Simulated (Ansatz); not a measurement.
Input:

```
CdSe
1.0
    4.32832     0.00000     0.00000
   -2.16416     3.74844     0.00000
    0.00000     0.00000     7.13829
Cd Se
2 2
Direct
  0.66667   0.33333   0.99937
  0.33333   0.66667   0.49937
  0.66667   0.33333   0.62583
  0.33333   0.66667   0.12583
```

No spin polarisation.

Method: r2SCAN in Ansatz (plane waves to 500 eV, PAW, without spin-orbit coupling). Settings: 9×9×5 k-points, 0.05 eV Fermi–Dirac smearing.

### Question
What is the computed band gap?

### Answer
1.07 eV.

### Question
Estimate the electron mass.

### Answer
0.092 mₑ along z, 0.100 mₑ across (at Γ).

### Question
What width of the top valence band does the calculation give?

### Answer
1.67 eV.

Load acts through the strain it causes; cell and atoms are relaxed under it. Masses are band curvatures over ±0.01 Å⁻¹ around the edge. Beyond what the load breaks, stability against distortions was not tested. The cell was made from CdSe in the wurtzite structure (space group P6_3mc, No. 186) by this change: uniaxial stress, 0.5 GPa tension along z.

Ansatz is a first-principles code.
